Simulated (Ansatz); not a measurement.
## Convergence study of the k-point mesh at a smearing width of 0.3 eV for Mo (Im-3m, 1 atom in the cell)

```
Mo
1.0
   -1.56713     1.56713     1.56713
    1.56713    -1.56713     1.56713
    1.56713     1.56713    -1.56713
Mo
1
Cartesian
  0.00000   0.00000   0.00000
```

Method: LDA (PW92), PAW files made with PBE (plane waves; Ansatz, a quantum-chemistry and plane-wave program).

Base settings: basis.ecutwfc = 30.9 Ry; kpoints.mp_grid.grid = 15 15 15; hamiltonian.xc = lda; hamiltonian.pseudopotentials = {kind: paw} (the program's default PAW files); scf.occupations.method = fermi_dirac; scf.occupations.width = 0.0073 Ry.

In this ladder: scf.occupations.width = 0.022 Ry.

Only quantities that move along the ladder and can be compared are tabulated.

The count of work is k-points × plane waves × bands × iterations; it is no time. 

The starting cell has typed, rounded lattice constants, without a prior relaxation at this level. Its lattice was rescaled by up to half a per cent. Spin polarisation is off. In the base run, with a pressure of about -6 GPa the cell is away from its equilibrium volume at this level. Ansatz's pressure includes its estimate of the finite-basis (Pulay) stress.

```tsv
kpoints.mp_grid.grid	free energy less the last step's (meV/atom)	pressure (GPa)	count of work / last
5 5 5	-59.13	-7.41	0.0088
6 6 6	-40.41	-5.67	0.014
8 8 8	10.22	-5.07	0.025
9 9 9	-7.42	-5.33	0.031
11 11 11	4.78	-5.04	0.049
13 13 13	-1.97	-5.29	0.074
16 16 16	-0.59	-5.24	0.13
19 19 19	-0.01	-5.20	0.19
29 29 29	0.01	-5.19	0.60
35 35 35	0.00	-5.19	1.0
```

Coarsest kpoints.mp_grid.grid that holds the pressure within 0.2 GPa of the last step, with all finer ones: 8 8 8, at 0.025 of the last step's count of work; the step before is off by 0.48 GPa.

Coarsest kpoints.mp_grid.grid that holds the free energy within 1 meV/atom of the last step, with all finer ones: 16 16 16, at 0.13 of the last step's count of work; the step before is off by 2.0 meV/atom.

Keys are those of Ansatz 0.2.
